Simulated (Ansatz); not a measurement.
**rock-salt TaN (1 1 0) on zinc-blende BN (1 1 0) (film strained to the substrate, started from cuts of the bulks and a machine-learned relaxation; slabs B36N36 and N12Ta12, which can lie off the formulas)**

A periodic stack without vacuum, rock-salt TaN (1 1 0) on zinc-blende BN (1 1 0) (film strained to the substrate, started from cuts of the bulks and a machine-learned relaxation; slabs B36N36 and N12Ta12, which can lie off the formulas): substrate slab B36N36, film N12Ta12, surface cells [[-1, 2], [-1, -1]] and [[0, 2], [-1, 0]], film strained by +0.5 and +0.5 %, outermost planes BN/BN and NTa/NTa as cut, which need not be the usual terminations and can put a slab off its formula.

The start was prepared with a machine-learned potential, and the result is one local minimum, with the in-plane cell held and forces under 0.04 eV/Å; the film can end far from its bulk form.

Calculation: PBE (plane waves to 420 eV, PAW; Ansatz, an electronic-structure program). Spin–orbit coupling is left out; the runs are not spin-polarised; PBE gaps are too small against experiment. Its k-point mesh 4×6×1, Fermi–Dirac width 0.05 eV.

- interface area: 27.9 Å²
- period: 25.68 Å
- heights between the nearest atoms of the two slabs at the two interfaces: 1.59 and 1.65 Å
- B–Ta contacts across the interfaces within 1.22 times the sum of covalent radii: 9, mean 2.70 Å
- N–Ta contacts across the interfaces within 1.22 times the sum of covalent radii: 5, mean 2.30 Å
- B–N contacts across the interfaces within 1.22 times the sum of covalent radii: 2, mean 1.68 Å
- hole barrier (PBE, at the middle of a substrate layer that carries a field): 1.53 eV
- electron barrier (PBE, at the middle of a substrate layer that carries a field): 2.93 eV
- slope of the mean potential energy in the substrate: +1.7 MV/cm × e

```
CELL_PARAMETERS angstrom
      6.27692    -0.00051     0.13641
     -0.00029     4.43940     0.02956
      0.75568    -0.68293    25.69875
ATOMIC_POSITIONS crystal
  B  0.14950 0.91832 0.08605
  B  0.47995 0.57874 0.08568
  B  0.81820 0.24410 0.08504
  B  0.17890 0.42908 0.03254
  B  0.48652 0.09140 0.03947
  B  0.83961 0.76050 0.04504
  B  0.79412 0.25609 0.18562
  B  0.12735 0.92378 0.18585
  B  0.45937 0.58962 0.18609
  B  0.80570 0.75075 0.13689
  B  0.13824 0.41881 0.13498
  B  0.46969 0.08540 0.13615
  B  0.43936 0.60172 0.28570
  B  0.77298 0.26828 0.28557
  B  0.10626 0.93514 0.28568
  B  0.44982 0.09594 0.23580
  B  0.78345 0.76244 0.23585
  B  0.11668 0.42934 0.23555
  B  0.08541 0.94712 0.38562
  B  0.41875 0.61394 0.38531
  B  0.75216 0.27976 0.38536
  B  0.09583 0.44101 0.33549
  B  0.42904 0.10774 0.33548
  B  0.76256 0.77414 0.33559
  B  0.73243 0.28940 0.48484
  B  0.06456 0.96038 0.48600
  B  0.39789 0.62830 0.48461
  B  0.74199 0.78513 0.43552
  B  0.07502 0.45294 0.43532
  B  0.40792 0.12014 0.43513
  B  0.38176 0.66434 0.57978
  B  0.72232 0.31216 0.58020
  B  0.05447 0.98393 0.58725
  B  0.38758 0.13588 0.53530
  B  0.72156 0.79518 0.53622
  B  0.05593 0.46920 0.53515
  N  0.40966 0.40576 0.04006
  N  0.73250 0.04854 0.03563
  N  0.07362 0.74469 0.03687
  N  0.06338 0.24482 0.08352
  N  0.39500 0.91017 0.08635
  N  0.73232 0.57108 0.08558
  N  0.05405 0.75208 0.13596
  N  0.38742 0.41819 0.13675
  N  0.72106 0.08252 0.13536
  N  0.71029 0.58920 0.18583
  N  0.04353 0.25673 0.18526
  N  0.37703 0.92336 0.18600
  N  0.70008 0.09560 0.23555
  N  0.03328 0.76268 0.23571
  N  0.36649 0.42923 0.23593
  N  0.35623 0.93512 0.28561
  N  0.68958 0.60160 0.28560
  N  0.02284 0.26839 0.28546
  N  0.34584 0.44113 0.33546
  N  0.67918 0.10743 0.33542
  N  0.01243 0.77432 0.33560
  N  0.00206 0.28029 0.38534
  N  0.33536 0.94723 0.38524
  N  0.66887 0.61312 0.38545
  N  0.99143 0.78619 0.43578
  N  0.32514 0.45369 0.43499
  N  0.65829 0.11820 0.43519
  N  0.64837 0.62279 0.48552
  N  0.98132 0.29272 0.48505
  N  0.31451 0.96108 0.48471
  N  0.63802 0.12223 0.53511
  N  0.96954 0.79696 0.53747
  N  0.30192 0.46909 0.53435
  N  0.29735 0.98176 0.58340
  N  0.61446 0.61098 0.58473
  N  0.96163 0.30436 0.58272
  N  0.49631 0.90068 0.67315
  N  0.98808 0.88630 0.64911
  N  0.23319 0.39050 0.72079
  N  0.73239 0.38890 0.71871
  N  0.98952 0.95578 0.77903
  N  0.46441 0.92652 0.78027
  N  0.70986 0.39654 0.84255
  N  0.22536 0.39029 0.83964
  N  0.45634 0.92801 0.89774
  N  0.94665 0.94987 0.89908
  N  0.16665 0.36497 0.96845
  N  0.68900 0.44277 0.95261
  Ta 0.21358 0.89187 0.71160
  Ta 0.74254 0.88549 0.71840
  Ta 0.48620 0.39380 0.65564
  Ta 0.98978 0.40424 0.66236
  Ta 0.71917 0.89224 0.83498
  Ta 0.20175 0.89178 0.84125
  Ta 0.97949 0.45007 0.78435
  Ta 0.48623 0.42763 0.77863
  Ta 0.19322 0.87330 0.95844
  Ta 0.69020 0.93796 0.95673
  Ta 0.42849 0.42806 0.90764
  Ta 0.96030 0.43938 0.90549
```
